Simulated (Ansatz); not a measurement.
## Response to strain in SiC

Base system: SiC in the wurtzite structure (space group P6_3mc, No. 186; a = 3.0920 Å, c = 5.0743 Å). Axes: x lies along a and z along c of the hexagonal cell.

Strains are applied to the cell and any free atomic positions relax.

Calculations: Ansatz (an electronic-structure program), PBE, PAW, cutoff 420 eV, no spin-orbit coupling.

Notes on the quantities. energy relative to the base: free energy F.

| variant | energy relative to the base | smallest direct gap | band gap | volume per atom |
|---|---|---|---|---|
| base | 0 meV/atom | 3.94 eV | 2.31 eV | 10.50 Å³ |
| uniaxial strain ε_zz = +0.60 % | +0.6 meV/atom | 3.98 eV | 2.28 eV | 10.57 Å³ |
| uniaxial strain ε_zz = +1.20 % | ? | 4.01 eV | 2.25 eV | 10.63 Å³ |
| uniaxial strain ε_zz = +1.80 % | +5.5 meV/atom | 4.05 eV | 2.22 eV | 10.69 Å³ |
| uniaxial strain ε_zz = +2.40 % | ? | ? | ? | 10.75 Å³ |
| uniaxial strain ε_zz = +3.00 % | +15 meV/atom | 4.12 eV | 2.17 eV | 10.82 Å³ |

Problem. Fill in the withheld entries from the trend.

Solution. 
- uniaxial strain ε_zz = +1.20 %, energy relative to the base: +2.5 meV/atom
- uniaxial strain ε_zz = +2.40 %, energy relative to the base: +9.7 meV/atom
- uniaxial strain ε_zz = +2.40 %, smallest direct gap: 4.08 eV
- uniaxial strain ε_zz = +2.40 %, band gap: 2.19 eV

Whether these cells are dynamically stable was not tested.
